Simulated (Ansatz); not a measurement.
An Ansatz (a program for electronic structure) run: Al with a change (biaxial strain −1.67 %, plane normal [111], relaxed out of plane); plane-wave PAW DFT at the PBEsol level (Ansatz, 420 eV), scalar-relativistic without spin-orbit coupling.

Input:

Ansatz 0.2 input:
```yaml
crystal:
  lattice:
    - [2.791941971, 0, 0]
    - [1.3959709855, 2.4178926728, 0]
    - [1.3959709855, -0.8059642243, 2.3376851683]
  atoms:
    - { symbol: Al, position: [0, 0, 0] }
basis: { ecutwfc: 420, ecutrho_ratio: 4, xc_grid: 2, fft_grid_basis: typed }
kpoints: { mp_grid: { grid: [28, 28, 28] } }
hamiltonian:
  xc: pbesol
  dispersion: none
  pseudopotentials: { kind: paw }
scf: { occupations: { method: fermi_dirac, width: 0.1 } }
relax: { f_tol: 0.005, max_steps: 50, cell: { stress_tol: 0.01, fix: [a, b, gamma] } }
output: { forces: true, stress: true }
checkpoint: { write: state.ck, write_every: 1000 }
```

Output (explanatory and most iteration lines left out):

```
Relaxation: its limit of steps is 50 (relax.max_steps)
Pseudopotential: Al, paw, valence charge 3
Crystal: 1 atoms, lattice volume = 15.781 Å³
Basis set: ecut = 420 eV, 325 PW (Γ), exchange–correlation on 40×40×40 points (8 copies of the dense FFT grid, shifted against one another)
Bands: 6, of which v1, the nominal top of the filled ones, is band 2 counted from 1 (1 counted from 0)
Symmetry: 12 space group operations
Space group: R-3m (ITA 166), of the structure as read, at distance tolerance 2.5e-5 Å
k-points: 2045 of 21952
Functional: x = pbesol(κ = 0.804, μ = 0.12345679012345678), c = pbesol(β = 0.046)
SCF iter   1: F=—  HF=-524.550374 eV  |F-HF|=—  |Δ(HF+E_count)|=         —  Δρ=8.51e-4  dr2=7.00e-5  ethr=1.77e-3  ⟨swp⟩=4.8  Hψ=105429  notcnv=0
SCF iter   2: F=—  HF=-524.550383 eV  |F-HF|=—  |Δ(HF+E_count)|=   9.12e-6  Δρ=4.09e-4  dr2=1.44e-5  ethr=2.33e-6  ⟨swp⟩=1.6  Hψ=30136  notcnv=0  defer=2
SCF 1 converged in 6 iterations: F = -524.550386 eV  dr2 = 2.98e-14
relax step   1: F+E_penalty+E_count = -524.55038639 eV  Δ(F+E_penalty+E_count) = +0.000e0 eV  max|allowed force component| = 0.000e0 eV/Å  Δτ_max = 0.0000 Å  P = +2.272 GPa  Ω = 15.781 Å³  fix = [a, b, gamma]  reactions: a +2.898, b +2.898 GPa  (6 SCF iters, dr2 threshold 1.00e-7 eV, accepted)
[... steps on the carried basis left out ...]
relax step   5: F+E_penalty+E_count = -524.55077221 eV  Δ(F+E_penalty+E_count) = +7.235e-7 eV  max|allowed force component| = 0.000e0 eV/Å  Δτ_max = 0.0000 Å  P = +1.627 GPa  Ω = 15.903 Å³  energy of the carried Pulay correction = -8.252e-7 eV  fix = [a, b, gamma]  reactions: a +2.441, b +2.441 GPa  (3 SCF iters, dr2 threshold 6.73e-10 eV, accepted)
Crystal: 1 atoms, lattice volume = 15.903 Å³
SCF iter   1: F=—  HF=-524.550760 eV  |F-HF|=—  |Δ(HF+E_count)|=         —  Δρ=6.37e-7  dr2=4.58e-11  ethr=2.38e-9  ⟨swp⟩=3.3  Hψ=144523  notcnv=0
SCF iter   2: F=—  HF=-524.550773 eV  |F-HF|=—  |Δ(HF+E_count)|=   1.32e-5  Δρ=1.45e-7  dr2=1.21e-12  ethr=1.53e-12  ⟨swp⟩=2.0  Hψ=15851  notcnv=0
SCF 6 converged in 4 iterations: F = -524.550773 eV  dr2 = 9.94e-15
SCF converged after 4 iterations
Free energy (F): -524.550773 eV
Internal energy: -524.537887 eV  (E = F + TS)
E sigma→0 (E₀):  -524.544330 eV
Entropy (-TS):   -0.012886 eV (-12.886 meV/atom)
Fermi energy:    8.273583 eV
--- Forces (eV/Å), atoms counted from 1 ---
  atom   1  Al     0.00000000    -0.00000000     0.00000000
--- Stress (GPa, compression-positive) ---
        2.440654      -0.000000       0.000000
       -0.000000       2.440654       0.000000
        0.000000       0.000000       0.000279
  P = ⅓ Tr σ = 1.6272 GPa (16.272 kbar)
--- Relaxed structure (4 steps of the walk, 4 accepted, 2 SCFs on fresh bases) ---
  cell:  # Å, volume = 15.9028 Å³
    - [2.7919419710127036, 8.540159862775945e-41, 6.08983728712411e-52]
    - [1.3959709855063518, 2.417892672788998, 1.7238541151445973e-11]
    - [1.3959709855063518, -0.8059642242797949, 2.3557564035287024]
  atoms:
    - { symbol: Al, position: [0.0, 0.0, 0.0] }
```

Whether these cells are dynamically stable was not tested. The cell was made from Al in the fcc (Cu type) structure (space group Fm-3m, No. 225) by this change: biaxial strain −1.67 %, plane normal [111], relaxed out of plane.
